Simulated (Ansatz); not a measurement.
# Response to strain in GaN

Base system: GaN in the zinc blende structure (space group F-43m, No. 216; a = 4.498 Å). Axes: x, y, z lie along the cube axes.

Strains are applied to the cell and any free atomic positions relax; under biaxial strain the out-of-plane vector relaxes too.

Calculations: r2SCAN, PAW, 500 eV (Ansatz, a program for electronic structure; no spin-orbit coupling).

Notes on the quantities. energy relative to the base: free energy F.

```csv
variant,energy relative to the base,out-of-plane strain
base,0 meV/atom,–
"biaxial strain +0.42 %, plane normal [111], relaxed out of plane",+0.6 meV/atom,-0.18 %
"biaxial strain +0.83 %, plane normal [111], relaxed out of plane",+2.2 meV/atom,-0.35 %
"biaxial strain +1.25 %, plane normal [111], relaxed out of plane",+5.0 meV/atom,-0.53 %
"biaxial strain +1.67 %, plane normal [111], relaxed out of plane",+8.8 meV/atom,-0.70 %
"biaxial strain +2.08 %, plane normal [111], relaxed out of plane",+14 meV/atom,-0.87 %
"biaxial strain +2.50 %, plane normal [111], relaxed out of plane",+19 meV/atom,-1.04 %
```

No phonon test of stability was made. This is not the structure that GaN has at room temperature and ambient pressure.
